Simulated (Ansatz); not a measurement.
The starting structures come from a database of crystals and need not be the phases stable at ambient conditions.

 Where the default PAW files enter, the runs use the earlier of Ansatz's two default sets.

Here is the system:

```xyz
12
Lattice="4.5454 0.0000 0.0000 0.0000 5.5196 0.0000 0.0000 0.0000 4.9092" Properties=species:S:1:pos:R:3 pbc="T T T"
Ti     2.2727     1.8050     3.6819
Ti     2.2727     3.7146     1.2273
Ti     0.0000     0.9548     1.2273
Ti     0.0000     4.5648     3.6819
O      1.2338     2.1069     0.3994
O      3.3115     3.4127     4.5098
O      1.0388     0.6529     2.8540
O      3.5065     4.8668     2.0552
O      3.5065     0.6529     4.5098
O      1.0388     4.8668     0.3994
O      3.3115     2.1069     2.0552
O      1.2338     3.4127     2.8540
```

Space group of this cell: Pbcn. The cell is taken as given; by r2SCAN its mean pressure is -1.1 GPa.

Method: r2SCAN (plane waves, PAW; Ansatz, an electronic-structure program).

The current runs along the normal of the first two printed vectors; no spin-orbit coupling. Scaled by the factor s: both lengths across the current (ions clamped). Meshes 8×6×6 and 8×6 across the current in all rows.

```json
[
 {"s": "0.98", "mean pressure (GPa)": "9.6", "band gap (eV)": "?"},
 {"s": "1.00", "mean pressure (GPa)": "-1.1", "band gap (eV)": "2.99"},
 {"s": "1.02", "mean pressure (GPa)": "-9.9", "band gap (eV)": "2.88"}
]
```

Problem. Take the slope of the band gap against ln s from the two given rows, extrapolate to s = 0.98, and say what the run there gives.

Solution. Slope = (2.88 − 2.99) / ln 1.02 = -5.55 eV. The line gives 2.99 + (-5.55) × ln 0.98 = 3.10 eV. The run gives 3.10 eV, as the line does.
